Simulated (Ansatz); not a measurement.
# LaSbTe: response to strain

Base system: LaSbTe (space group P4/nmm, No. 129; a = 4.363 Å, c = 9.455 Å; a cell from a computed database, its experimental status unchecked). Axes: x, y, z lie along a, b, c of the conventional cell.

Strains are applied to the cell and any free atomic positions relax; under stress the whole cell relaxes.

Calculations: plane-wave PAW DFT at the PBEsol level (Ansatz, a quantum-chemistry and plane-wave program, 420 eV), spin-orbit coupling left out.

Notes on the quantities. energy relative to the base: free energy F.

```csv
change,volume per atom,energy relative to the base
base,30.00 Å³,0 meV/atom
uniaxial strain ε_xx = +0.51 %,30.15 Å³,+0.3 meV/atom
"uniaxial stress, 2 GPa compression along z",[?],[?]
tensor shear ε_xz = −1.18 %,29.99 Å³,[?]
```

Q: What belongs in the blanks?

A: 
- uniaxial stress, 2 GPa compression along z, volume per atom: 29.58 Å³
- uniaxial stress, 2 GPa compression along z, energy relative to the base: +4.7 meV/atom
- tensor shear ε_xz = −1.18 %, energy relative to the base: +1.1 meV/atom

Without a gap, meshes like the base's 11×11×5 leave anisotropic stresses uncertain by several tenths of a GPa, and small strain energies with them. Stability under load was not tested beyond the relaxation. All final runs are without spin polarisation.
